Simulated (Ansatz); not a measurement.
Defect: O vacancy in monoclinic ZrO2 strained by -1.5 % along x and y, z held, neutral cell. Method: PBE, PAW (plane waves to 420 eV; Ansatz, a program for electronic structure).

Settings: 96 host sites, the strained lattice (strain from the relaxed PBE one, atoms relaxed), the Γ point alone, smearing 0.01 eV, spin-restricted, no image-charge correction. No zero-point or tunnelling terms. The charge state is imposed; whether it is stable for some Fermi level was not computed. Forms of the defect that were not tried may lie lower.

Barriers: single points on a 2×2×2 k-point mesh shifted by half a step at the bands' geometries (they differ from the bands' own by up to 0.16 eV, and are uncertain by about as much).

Relaxed starting cell (atoms counted from 1):

```
Zr32O63
1.0
   10.22300     0.00000     0.00000
    0.00000    10.32629     0.00000
   -1.77998     0.00000    10.60481
Zr O
32 63
Direct
  0.13963   0.22808   0.35445
  0.13854   0.22752   0.85386
  0.13836   0.72752   0.35410
  0.13848   0.72838   0.85464
  0.63875   0.22775   0.35462
  0.63870   0.22828   0.85466
  0.63859   0.72752   0.35498
  0.63824   0.72830   0.85488
  0.36156   0.27122   0.14519
  0.36193   0.27121   0.64388
  0.36117   0.77126   0.14452
  0.36073   0.77081   0.64449
  0.86219   0.27135   0.14482
  0.86100   0.27129   0.64446
  0.86114   0.77146   0.14453
  0.86050   0.77103   0.64480
  0.36048   0.47698   0.39349
  0.36184   0.47800   0.89429
  0.36170   0.97779   0.39418
  0.36137   0.97813   0.89434
  0.86117   0.47754   0.39435
  0.86133   0.47821   0.89449
  0.86147   0.97777   0.39454
  0.86145   0.97824   0.89468
  0.13877   0.02151   0.10443
  0.13723   0.02141   0.60436
  0.13845   0.52171   0.10441
  0.13785   0.52159   0.60469
  0.63858   0.02128   0.10442
  0.63855   0.02126   0.60478
  0.63839   0.52132   0.10492
  0.63695   0.52157   0.60406
  0.03232   0.08565   0.42440
  0.03300   0.08709   0.92471
  0.03333   0.58532   0.42427
  0.03244   0.58734   0.92505
  0.53252   0.08654   0.42463
  0.53313   0.08622   0.92410
  0.53321   0.58859   0.42679
  0.53225   0.58725   0.92556
  0.46666   0.41311   0.07495
  0.46380   0.41386   0.57385
  0.46721   0.91273   0.07442
  0.46568   0.91432   0.57520
  0.96743   0.41275   0.07399
  0.96997   0.40886   0.57176
  0.96707   0.91318   0.07472
  0.96703   0.91208   0.57451
  0.46766   0.33626   0.32442
  0.46763   0.33720   0.82557
  0.46694   0.83715   0.32466
  0.46659   0.83639   0.82422
  0.96832   0.33684   0.32476
  0.96796   0.33804   0.82319
  0.96686   0.83575   0.32457
  0.96680   0.83674   0.82449
  0.03399   0.16410   0.17349
  0.03186   0.16134   0.67542
  0.03225   0.66260   0.17441
  0.03249   0.66303   0.67464
  0.53281   0.16299   0.17434
  0.53515   0.16408   0.67398
  0.53253   0.66250   0.17547
  0.53210   0.66275   0.67533
  0.22316   0.37160   0.98740
  0.22398   0.87118   0.48777
  0.22332   0.87160   0.98786
  0.72334   0.37127   0.48855
  0.72366   0.37155   0.98824
  0.72318   0.87077   0.48842
  0.72337   0.87148   0.98808
  0.27688   0.12833   0.01107
  0.27224   0.13502   0.50976
  0.27633   0.62829   0.01099
  0.27546   0.62533   0.51088
  0.77670   0.12826   0.01131
  0.77643   0.12773   0.51102
  0.77612   0.62813   0.01114
  0.77805   0.62685   0.51161
  0.27713   0.12109   0.26103
  0.27632   0.12047   0.76107
  0.27591   0.62221   0.26023
  0.27621   0.62115   0.76150
  0.77668   0.12132   0.26108
  0.77742   0.12135   0.76145
  0.77635   0.62123   0.26106
  0.77576   0.62153   0.76109
  0.22302   0.37867   0.24153
  0.22284   0.37698   0.73270
  0.22319   0.87814   0.23781
  0.22302   0.87757   0.73760
  0.72383   0.37792   0.23844
  0.72346   0.37827   0.73795
  0.72331   0.87814   0.23795
  0.72284   0.87815   0.73838
```

End state 1 differs by these moves (Å; atoms that move under 0.08 Å are left out):

```
atom  element     Δx    Δy     Δz
----  -------  -----  ----  -----
73          O  -0.42  2.37  -0.22
```

Q: What forward and backward barriers to end state 1 does PBE, PAW give?

A: forward 2.23 eV, backward 2.23 eV; at the saddle point atom 73 has neighbours 2 Zr at 1.99 Å. The saddle point's order was not checked, and it lies on a symmetry element of the cell, where a band can be held.
